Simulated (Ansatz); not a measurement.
In a Cl-capped Si nanowire along [110], 8 atoms a period besides the caps, the lowest empty band has its minimum at Γ and lies 0.071 eV higher 0.0500 Å⁻¹ away along the axis.

The numbers are results of PBE (plane waves to 420 eV, PAW; Ansatz, an electronic-structure program), not measurements. Mesh 1×1×8. No spin polarisation. Isolated but for its images some 11 Å away. An idealised model, cut from the bulk lattice. It keeps the symmetry and period of its start, so it need not be a minimum against all distortions.

Question: Estimate the electron mass along the axis.

Answer: For a parabola ΔE = ħ²Δk²/2m, and ħ²/2mₑ = 3.810 eV Å². So m/mₑ = 3.810 × 0.0500²/0.071 = 0.13. The curvature over a step a third as long gives 0.13; the band is close to a parabola here.
